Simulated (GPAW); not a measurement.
A self-consistent single point of Sn (Immm, 1 atom in the cell) with GPAW.

Computed with PBEsol, GPAW PAW datasets PBEsol (made by gpaw-setup) (plane waves; GPAW).

```xyz
1
Lattice="-1.6963 1.9605 2.1142 1.6963 -1.9605 2.1142 1.6963 1.9605 -2.1142" Properties=species:S:1:pos:R:3 pbc="T T T"
Sn     0.0000     0.0000     0.0000
```

Reference input (self-consistent single point, DFT PBEsol, plane waves, GPAW PAW datasets PBEsol (made by gpaw-setup)): mode = pw; ecut = 550 eV; xc = PBEsol; kpts = 6 6 6; mesh shift (steps) = 0 0 0; occupations.name = fermi-dirac; occupations.width = 0.1 eV; nbands = -7; convergence.forces = 0.001 eV/Å; symmetry.symmorphic = false; symmetry.tolerance = 0.0005; maxiter = 150. This run's input differs from it in these lines:

```diff
@@ -2,3 +2,3 @@
 from ase.units import GPa
-from gpaw import GPAW, PW, FermiDirac
+from gpaw import GPAW, PW
 
@@ -13,4 +13,4 @@
             xc='PBEsol',
-            kpts={'size': (6, 6, 6), 'gamma': True},
-            occupations=FermiDirac(0.1),
+            kpts={'size': (10, 10, 10), 'gamma': True},
+            occupations={'name': 'marzari-vanderbilt', 'width': 0.5},
             nbands=-7,
```

Log, with long lists cut:

```
     iter     time        total  log10-change:
                         energy   eigst   dens  force
iter:   1 --:--:--    -4.423172
iter:   2 --:--:--    -4.423980   -2.12  -1.75
iter:   3 --:--:--    -4.411864   -2.62  -1.77
iter:   4 --:--:--    -4.414485   -3.67  -2.41
iter:   5 --:--:--    -4.410981c  -3.73  -2.64
iter:   6 --:--:--    -4.410940c  -5.19  -3.39
iter:   7 --:--:--    -4.410901c  -6.24  -3.43
iter:   8 --:--:--    -4.411191c  -4.62  -3.44
iter:   9 --:--:--    -4.410824c  -5.01  -2.74
iter:  10 --:--:--    -4.410438c  -4.04  -2.93
iter:  11 --:--:--    -4.410910c  -3.84  -2.35
iter:  12 --:--:--    -4.410914c  -5.45  -4.44c
iter:  13 --:--:--    -4.410914c  -6.43  -4.67c
iter:  14 --:--:--    -4.410914c  -7.40c -4.68c
iter:  15 --:--:--    -4.410914c  -8.28c -4.74c -22.97c
Converged after 15 iterations.

Dipole moment: (-0.000000, 0.000000, 0.000000) |e|*Ang

Energy contributions relative to reference atoms: (reference = -167935.903346)

Kinetic:         +2.302361
Potential:       -2.567268
External:        +0.000000
XC:              -4.140648
Entropy (-ST):   -0.002490
Local:           -0.002870
SIC:             +0.000000
--------------------------
Free energy:     -4.410914
Extrapolated:    -4.410914

Showing only first 2 kpts
 Kpt  Band  Eigenvalues  Occupancy
  0     5     -4.16682    2.00000
  0     6     13.34351    0.00000
  0     7     13.48407    0.00000
  0     8     15.40114    0.00000

  1     5     -3.62025    2.00000
  1     6     12.44107    0.00000
  1     7     12.62930    0.00000
  1     8     13.00193    0.00000

Fermi level: 6.67612

No gap
No difference between direct/indirect transitions
Energy (eV): -4.410914

Forces in eV/Ang:
  0 Sn    0.00000    0.00000    0.00000

Stress tensor:
     0.020358     0.000000     0.000000
     0.000000     0.020274     0.000000
     0.000000     0.000000     0.023137
Stress (GPa, Voigt): [3.2618 3.2483 3.7069 0.     0.     0.    ]
```

The run converged in 15 iterations. GPAW prints stress with tension positive. Against the reference run the free energy goes down by 29.5 meV/atom and the pressure goes from -3.00 to -3.41 GPa.

The starting cell comes from a database of computed structures (which also holds hypothetical and non-ambient phases and stackings), without a prior relaxation at this level. Its lattice was rescaled by up to half a per cent. With a pressure of about -3 GPa the cell is away from its equilibrium volume at this level.

Cost on one core of a shared machine: roughly 50 s.
